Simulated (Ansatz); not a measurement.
## Effect of isotropic strain +2.40 % on BN

Consider BN (space group P6_3/mmc, No. 194; a = 2.506 Å, c = 6.615 Å; layered, stacked along the Cartesian z axis).

The change: the cell is scaled by 1.0240 in all directions; the atoms relax in the strained cell.

Computed with PBE-D3(BJ) in Ansatz (plane waves to 420 eV, PAW, no spin-orbit coupling). k-mesh 15×15×5 (Γ-centred); smearing 0.05 eV (Fermi–Dirac).

The volume per atom increases by 0.66 Å³ to 9.66 Å³ and the space group is still P6_3/mmc (No. 194). The shortest interatomic distance increases by 0.035 Å (1.447 Å → 1.482 Å) and the energy rises by 33 meV/atom. The pressure (mean of the normal stresses, compression positive) goes from zero to -15.14 GPa and the band gap falls by 0.08 eV, from 4.24 eV to 4.16 eV. The gap character remains indirect, k = (0.267, 1/3, 0) in the run's primitive reciprocal basis → M and the smallest direct gap drops by 0.18 eV (4.64 eV → 4.46 eV). The mean gap deformation potential ΔEg/Δln V is -1.2 eV and the width of the top valence band shrinks by 0.063 eV (3.22 eV → 3.15 eV).

Stability against distortions was not tested.

Ansatz is an electronic-structure program.
